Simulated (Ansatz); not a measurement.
The reference is BeS in the rock salt structure (space group Fm-3m, No. 225; a = 4.590 Å; a hypothetical phase, not in the database extracts checked). Axes: x, y, z lie along the cube axes.

It is then changed as follows: a pure shear with ε_xy = ε_yx = -0.0097; the atoms relax in the strained cell.

Levels (all Ansatz, a quantum-chemistry and plane-wave program, PAW): PBEsol (420 eV, spin-orbit coupling left out); HSE06 (420 eV, without spin-orbit coupling).

The geometry is relaxed with PBEsol.

| Quantity | Result |
|---|---|
| PBEsol band gap | 0.82 eV |

With HSE06 at the same geometry, the band gap goes up by 0.803 eV, from 0.82 eV to 1.63 eV.

Single points use the geometry relaxed with PBEsol. HSE06 gaps are upper bounds (no full band path). Whether these cells are dynamically stable was not tested.
